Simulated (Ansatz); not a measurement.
InP under load (space group P6_3mc), r2SCAN with spin-orbit coupling, rigid bands run with Ansatz (an electronic-structure program). Condition of this run: biaxial stress in the c plane of 1 GPa (compression positive) (the target of the relaxation). Band gap 1.18 eV, N_c = 7.39e17 cm⁻³ and N_v = 1.44e19 cm⁻³ at 300 K, conductivity masses along x (a = (4.12, 0.00, 0.00) Å; b = (-2.06, 3.57, 0.00) Å; c = (0.00, 0.00, 6.84) Å) of 0.108 mₑ (electrons) and 0.635 mₑ (holes). Take k_BT = 0.02585 eV.

**Question.** Find the intrinsic carrier density and the intrinsic Fermi level.

**Answer.** n_i = √(N_c N_v) exp(−E_g/2k_BT) = 3.26e18 × exp(−22.82) = 4.0e8 cm⁻³. The level lies (k_BT/2) ln(N_v/N_c) = 38 meV from mid-gap (positive towards the conduction band). Each 0.1 eV added to the gap lowers n_i by a factor of 6.9.

**Question.** What thermal injection velocity √(2k_BT/πm) limits a ballistic channel along the direction named?

**Answer.** 1.64e7 cm/s for electrons and 6.75e6 cm/s for holes, a ratio of √(m_h/m_e) = 2.42, for dilute carriers.

**Question.** A film of it is 3 nm thick, with its normal along the direction named. Estimate the confinement energies in an infinite well.

**Answer.** ħ²π²/(2m t²) = 0.376 eV·nm²/(m/mₑ × t²) gives 387 meV for electrons and 65.8 meV for holes, so the gap would widen to about 1.63 eV. Finite barriers and nonparabolic bands lower this, and with several valleys or bands the heaviest mass along the normal sets the lowest level, not this average.

Rigid bands with the computed gap; masses take one relaxation time for all states. Geometry: cell and atoms relaxed with PBEsol.
